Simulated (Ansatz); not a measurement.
**InAgTe2: response to strain**

The reference is InAgTe2 in the chalcopyrite structure (space group I-42d, No. 122).

```yaml
crystal:
  lattice:
    - [-3.17677, 3.17677, 6.31871]
    - [3.17677, -3.17677, 6.31871]
    - [3.17677, 3.17677, -6.31871]
  atoms:
    - { symbol: In, position: [0.50000, 0.50000, 0.00000] }
    - { symbol: In, position: [0.25000, 0.75000, 0.50000] }
    - { symbol: Te, position: [0.37500, 0.36482, 0.48982] }
    - { symbol: Te, position: [0.63518, 0.12500, 0.01018] }
    - { symbol: Te, position: [0.87500, 0.88518, 0.51018] }
    - { symbol: Te, position: [0.11482, 0.62500, 0.98982] }
    - { symbol: Ag, position: [0.00000, 0.00000, 0.00000] }
    - { symbol: Ag, position: [0.75000, 0.25000, 0.50000] }
```

Cartesian axes are those of the cell as printed.

Strains are applied to the cell and any free atomic positions relax.

Method: LDA, PAW, 420 eV (Ansatz, a program for electronic structure; no spin-orbit coupling).

Notes on the quantities. energy relative to the base: free energy F; pressure: mean of the normal stresses, compression positive.

```tsv
change	energy relative to the base	pressure	volume per atom
base	0 meV/atom	0.0 GPa	31.88 Å³
uniaxial strain ε_zz = +0.75 %	+0.3 meV/atom	-0.4 GPa	32.12 Å³
uniaxial strain ε_zz = +1.50 %	+1.4 meV/atom	-0.7 GPa	32.36 Å³
uniaxial strain ε_zz = +2.25 %	+3.1 meV/atom	-1.1 GPa	32.60 Å³
uniaxial strain ε_zz = +3.00 %	+5.4 meV/atom	-1.4 GPa	32.84 Å³
```

The mesh was chosen for an insulator and is coarse for the gapless case. No phonon test of stability was made. All final runs are without spin polarisation.
